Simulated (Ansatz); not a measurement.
Hypothetical NiAs type KH: response to strain

Base system: KH in the NiAs type structure (space group P6_3/mmc, No. 194; a hypothetical phase, not in the database extracts checked).

```
CELL_PARAMETERS angstrom
      3.85455     0.00000     0.00000
     -1.92728     3.33814     0.00000
      0.00000     0.00000     6.82632
ATOMIC_POSITIONS crystal
  K  0.00000 0.00000 0.00000
  K  0.00000 0.00000 0.50000
  H  0.33333 0.66667 0.25000
  H  0.66667 0.33333 0.75000
```

Cartesian axes are those of the cell as printed.

Strains are applied to the cell and any free atomic positions relax; under biaxial strain the out-of-plane vector relaxes too.

Level of theory: PBEsol/PAW in Ansatz (a program for electronic structure), scalar-relativistic without spin-orbit coupling.

Candidates:
(a) isotropic strain +3.80 %
(b) biaxial strain −1.06 %, plane normal [001], relaxed out of plane
(c) biaxial strain −4.74 %, plane normal [001], relaxed out of plane
(d) biaxial strain −3.05 %, plane normal [001], relaxed out of plane
(e) tensor shear ε_yz = −0.66 %

For the base:

| Item | Value |
|---|---|
| Band gap | 3.25 eV |

Problem. Order them by band gap, highest first.

Solution. (e) tensor shear ε_yz = −0.66 % (3.25 eV), (b) biaxial strain −1.06 %, plane normal [001], relaxed out of plane (3.21 eV), (a) isotropic strain +3.80 % (3.16 eV), (d) biaxial strain −3.05 %, plane normal [001], relaxed out of plane (3.13 eV), (c) biaxial strain −4.74 %, plane normal [001], relaxed out of plane (3.06 eV)

No phonon test of stability was made.
